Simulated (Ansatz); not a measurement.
Results of r²SCAN+rVV10 (Ansatz, a quantum-chemistry and plane-wave program, PAW) for cubic perovskite CsSrF3.

Settings: plane-wave cutoff 560 eV, 8×8×8 k mesh, Fermi–Dirac smearing 0.01 eV, scalar-relativistic PAW data made under PBE.

A third-order Birch–Murnaghan fit to the energies gives V0 = 21.217 Å³/atom, B0 = 47.5 GPa, B′ = 4.8.

```csv
V (Å³/atom),P (GPa)
19.944,___
20.369,2.14
20.793,___
21.218,0.00
21.642,___
22.066,___
22.491,-2.41
```

Q: Estimate the withheld pressures from this fit; the answers are the runs' own values.

A: 
- 19.944, P (GPa): 3.41
- 20.793, P (GPa): 1.01
- 21.642, P (GPa): -0.90
- 22.066, P (GPa): -1.70

The formula P = (3/2) B0 (x^(7/3) − x^(5/3)) [1 + (3/4)(B′ − 4)(x^(2/3) − 1)] with x = V0/V meets the computed pressures within 0.01 GPa when these rounded values are put in.

Note: the relaxation could not lower the start's symmetry, so the cell can be a saddle point above a distorted one.

Spin–orbit coupling is not included.

Static lattice: no zero-point or thermal effects.

Computing time: about 3 core-minutes (a rough figure).
